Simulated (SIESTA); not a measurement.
SIESTA run on C (P6_3/mmc, 4 atoms in the cell): relaxation of cell and atoms.

Level of theory: GGA PBE, numerical atomic orbitals DZP, PseudoDojo PBE standard norm-conserving potentials (rewritten from UPF to PSML) run with SIESTA 5.4.2.

```yaml
crystal:
  lattice:
    - [1.23000, -2.13042, 0.00000]
    - [1.23000, 2.13042, 0.00000]
    - [0.00000, 0.00000, 6.71000]
  atoms:
    - { symbol: C, position: [0.00000, 0.00000, 0.25000] }
    - { symbol: C, position: [0.00000, 0.00000, 0.75000] }
    - { symbol: C, position: [0.33333, 0.66667, 0.25000] }
    - { symbol: C, position: [0.66667, 0.33333, 0.75000] }
```

Reference input (self-consistent single point, DFT, GGA PBE, numerical atomic orbitals DZP, PseudoDojo PBE standard norm-conserving potentials (rewritten from UPF to PSML)): XC.functional = GGA; XC.authors = PBE; potentials = PseudoDojo PBE standard; PAO.BasisSize = DZP; PAO.EnergyShift = 0.01 Ry; MeshCutoff = 300 Ry; kgrid.MonkhorstPack = 15 15 5; OccupationFunction = MP; OccupationMPOrder = 0; ElectronicTemperature = 1578.21 K; MaxSCFIterations = 150; SCF.Mixer.Method = Broyden. This run's input differs from it in these lines:

```diff
@@ -43,2 +43,7 @@
 Diag.ParallelOverK           true
+MD.TypeOfRun                 FIRE
+MD.Steps                     40
+MD.MaxForceTol               0.02 eV/Ang
+MD.VariableCell              true
+MD.MaxStressTol              0.05 GPa
 WriteForces                  true
```

Output, abridged:

```
        iscf     Eharris(eV)        E_KS(eV)     FreeEng(eV)     dDmax    Ef(eV) dHmax(eV)
   scf:    1     -651.517790     -654.294511     -654.295970  1.827218 -5.637910  2.151392
   scf:    2     -654.414733     -654.355192     -654.356645  0.009894 -5.519939  1.852348
   scf:    3     -654.675292     -654.539422     -654.540836  0.070197 -4.805019  0.032914
   scf:    4     -654.539328     -654.539379     -654.540793  0.000855 -4.816006  0.022521
   scf:    5     -654.539689     -654.539562     -654.540974  0.002170 -4.825134  0.012421
   scf:    6     -654.539584     -654.539574     -654.540986  0.000381 -4.827482  0.011979
   scf:    7     -654.539589     -654.539584     -654.540996  0.000195 -4.831400  0.001691
   scf:    8     -654.539584     -654.539584     -654.540996  0.000023 -4.831957  0.000429
SCF Convergence by DM+H criterion
max |DM_out - DM_in|         :     0.0000230071
max |H_out - H_in|      (eV) :     0.0004292665
SCF cycle converged after 8 iterations

Using DM_out to compute the final energy and forces

siesta: E_KS(eV) =             -654.5396

siesta: E_KS - E_eggbox =      -654.5396

siesta: Atomic forces (eV/Ang):
     1    0.000000    0.000316   -0.000000
   [... lines left out ...]
siesta: Pressure (static):        119.20910273  kBar
siesta: Pressure (total):        119.20910273  kBar
No target stress found, assuming hydrostatic MD.TargetPressure.
Target stress (kBar)
outcell: Cell volume (Ang**3)        :     36.4767
        iscf     Eharris(eV)        E_KS(eV)     FreeEng(eV)     dDmax    Ef(eV) dHmax(eV)
siesta: Pressure (static):          1.79584505  kBar
siesta: Pressure (total):          1.79584505  kBar
   [... lines left out ...]
outcell: Cell angles (23,13,12) (deg):     90.0000     90.0000    119.9999
outcell: Cell volume (Ang**3)        :     36.4767

siesta: Program's energy decomposition (eV):
siesta: FreeEng =      -654.593188

siesta: Stress tensor (static) (eV/Ang**3):
siesta:     0.001398    0.000000   -0.000000
siesta:     0.000000    0.001580    0.000000
siesta:    -0.000000    0.000000   -0.006341

siesta: Constrained stress tensor (static) (eV/Ang**3):
siesta:     0.001398    0.000000   -0.000000
siesta:     0.000000    0.001580    0.000000
siesta:    -0.000000    0.000000   -0.006341

siesta: Cell volume =         36.476740 Ang**3

siesta: Pressure (static):
siesta:                Solid            Molecule  Units
siesta:           0.00001221          0.00001124  Ry/Bohr**3
siesta:           0.00112088          0.00103198  eV/Ang**3
siesta:           1.79584505          1.65341592  kBar
```

The relaxation ended unconverged. 

The starting cell has typed, rounded lattice constants, without a prior relaxation at this level. Values carry the incompleteness of an atom-centred basis.

Cost on one core of a shared machine: roughly 5 min.
